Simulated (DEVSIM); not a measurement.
Si p-i-n diode

Structure: Si p-i-n diode, at 300 K.

| layer (left to right) | material | thickness (μm) | Nd (cm⁻³) | Na (cm⁻³) | τn (s) | τp (s) |
|---|---|---|---|---|---|---|
| 1 | Si | 0.290 | - | 1.3e19 | 4.9e-7 | 4.9e-7 |
| 2 | Si | 1.40 | 1.8e13 | - | 4.9e-7 | 4.9e-7 |
| 3 | Si | 3.00 | 3.6e18 | - | 4.9e-7 | 4.9e-7 |

Left contact: ohmic. Right contact: ohmic. Voltage is applied to the left contact. Recombination: SRH at mid-gap. Mobility is constant in doping.

Constants are typed, rounded textbook-type inputs, not results; the design itself was drawn at random and stands for no fabricated device. Values at 300 K.

```csv
parameter,Si
gap (eV),1.124
affinity (eV),4.05
permittivity,11.7
Nc (cm⁻³),2.86e19
Nv (cm⁻³),3.1e19
μn (cm²/Vs),1417
μp (cm²/Vs),470
```

Model (solved in DEVSIM): 1D drift-diffusion, Boltzmann statistics, complete ionisation; no tunnelling, impact ionisation, image-force lowering or self-heating.

- Potential step across the device at zero bias: 1.048 V
- Dark forward voltage at 1 A/cm²: 0.692 V
- Dark forward voltage at 100 A/cm²: 0.815 V

Dark reverse current:

```json
[
 {"V (V)": "-0.40", "J (A/cm²)": "-9.2e-8"},
 {"V (V)": "-1.00", "J (A/cm²)": "-1.4e-7"},
 {"V (V)": "-2.00", "J (A/cm²)": "-1.8e-7"},
 {"V (V)": "-3.00", "J (A/cm²)": "-1.9e-7"},
 {"V (V)": "-4.00", "J (A/cm²)": "-2.0e-7"},
 {"V (V)": "-6.00", "J (A/cm²)": "-2.2e-7"},
 {"V (V)": "-8.00", "J (A/cm²)": "-2.2e-7"},
 {"V (V)": "-10.00", "J (A/cm²)": "-2.3e-7"},
 {"V (V)": "-13.00", "J (A/cm²)": "-2.3e-7"},
 {"V (V)": "-16.00", "J (A/cm²)": "-2.3e-7"},
 {"V (V)": "-20.00", "J (A/cm²)": "-2.4e-7"}
]
```

Small-signal capacitance in reverse bias (quasi-static):

```tsv
V (V)	C (nF/cm²)
-0.4	8.07
-1	7.80
-2	7.63
-3	7.56
-4	7.52
-6	7.47
-8	7.44
-10	7.43
-13	7.41
-16	7.40
-20	7.39
```
